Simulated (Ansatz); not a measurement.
**BaTiO3: stress against strain**

BaTiO3 (cubic perovskite, Pm-3m, 12.513 Å³/atom at rest) under an equal strain ε in the (001) plane with the normal axis free, as in a coherent film. PBEsol in Ansatz, a plane-wave DFT program (PAW, default set), 420 eV, 8×8×8 Γ-centred mesh, Fermi-Dirac smearing 0.05 eV; ions are relaxed within the symmetry of each cell. Stress is positive for a compressed cell.

Here s stands for strain and y for stress xx.

```
strain (%)  stress xx (GPa)
----------  ---------------
-3.00                     ?
-1.20                  4.52
-0.60                  2.18
0.00                  -0.01
0.60                  -2.05
1.20                  -3.98
```

Fit y of the 5 rows that show it with a straight line. Means: s 0, y 0.132. About the means, the sum of products is -12.738 and the sum of squares of s is 3.6000; the slope is their ratio. Least squares gives y = 0.132 - 3.5383·s. Residuals (row less fit): 0.142, -0.075, -0.142, -0.059, 0.134; standard error 0.150 (degrees of freedom: 3). The slope gives the biaxial elastic modulus of this plane = 354 ± 8 GPa.

Problem. Predict the withheld y at s = -3.00 from the fit, and compare with the calculation.

Solution. y = 0.132 - 3.5383 × (-3.0) = 10.747 GPa. The calculation gives 12.52 GPa, 1.773 GPa above the prediction (10.7 % of the range of y in the table). The row lies outside the fitted rows, so this is an extrapolation. From the scatter of the fitted rows alone, a prediction at this place has a standard error of 0.288 GPa, so the miss is 6.2 times that.

One order more, fitted to all 11 runs of the series, follows each within 0.06, so the miss is the next term of a smooth law. The primitive cell can neither tilt nor turn polar against its symmetry, as such crystals can under strain. BaTiO3 is here the ideal cubic form; the compound distorts at low or room temperature. Rows are the converged runs of the series near zero and its far end; series whose fitted rows scatter by over a few per cent of the range, as at a crossing or softening among them, aren't shown in this form. Most that stay on the fit to the last digits aren't either.
